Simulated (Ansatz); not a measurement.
C under load (space group Fd-3m), r2SCAN, rigid bands (Ansatz, a program for electronic structure). Condition of this run: hydrostatic pressure of 66 GPa (compression positive) (the target of the relaxation). Band gap 4.66 eV, N_c = 5.48e19 cm⁻³ and N_v = 3.71e19 cm⁻³ at 300 K, conductivity masses of 0.386 mₑ (electrons) and 0.461 mₑ (holes). Take k_BT = 0.02585 eV.

Task: A film of it is 3 nm thick. Estimate the confinement energies in an infinite well.

Result: ħ²π²/(2m t²) = 0.376 eV·nm²/(m/mₑ × t²) gives 108 meV for electrons and 90.6 meV for holes, so the gap would widen to about 4.86 eV. Finite barriers and nonparabolic bands lower this, and with several valleys or bands the heaviest mass along the normal sets the lowest level, not this average.

Task: What thermal injection velocity √(2k_BT/πm) limits a ballistic channel?

Result: 8.66e6 cm/s for electrons and 7.92e6 cm/s for holes, a ratio of √(m_h/m_e) = 1.09, for dilute carriers.

Task: What built-in voltage has an abrupt junction with N_A = 1e16 and N_D = 1e18 cm⁻³, all dopants ionised?

Result: V_bi = E_g/e − (k_BT/e) ln(N_c N_v/(N_A N_D)) = 4.66 − 0.02585 × 12.22 = 4.34 V, for the computed gap.

Rigid bands with the computed gap; masses take one relaxation time for all states. Spin-orbit coupling is left out. Geometry: cell and atoms relaxed with PBEsol.
